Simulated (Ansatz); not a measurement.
BP, response to strain

Start from BP in the zinc blende structure (space group F-43m, No. 216; a = 4.4905 Å). Axes: x, y, z lie along the cube axes.

Strains are applied to the cell and any free atomic positions relax; under biaxial strain the out-of-plane vector relaxes too.

Computed with Ansatz (a first-principles code) LDA, scalar-relativistic without spin-orbit coupling.

For the base:

| Item | Result |
|---|---|
| Band gap | 1.14 eV |

**Question.** The aim is a band gap between 0.62 eV and 0.68 eV. Which of these changes reaches it?
A) biaxial strain +0.50 %, plane normal [001], relaxed out of plane
B) biaxial strain +2.50 %, plane normal [001], relaxed out of plane
C) biaxial strain −1.50 %, plane normal [001], relaxed out of plane
D) biaxial strain −0.50 %, plane normal [001], relaxed out of plane

**Answer.** B, biaxial strain +2.50 %, plane normal [001], relaxed out of plane. It gives 0.66 eV; biaxial strain −1.50 %, plane normal [001], relaxed out of plane gives 0.95 eV; biaxial strain −0.50 %, plane normal [001], relaxed out of plane gives 1.08 eV; biaxial strain +0.50 %, plane normal [001], relaxed out of plane gives 1.04 eV. Changes not listed may reach it too

Stability against distortions was not tested.
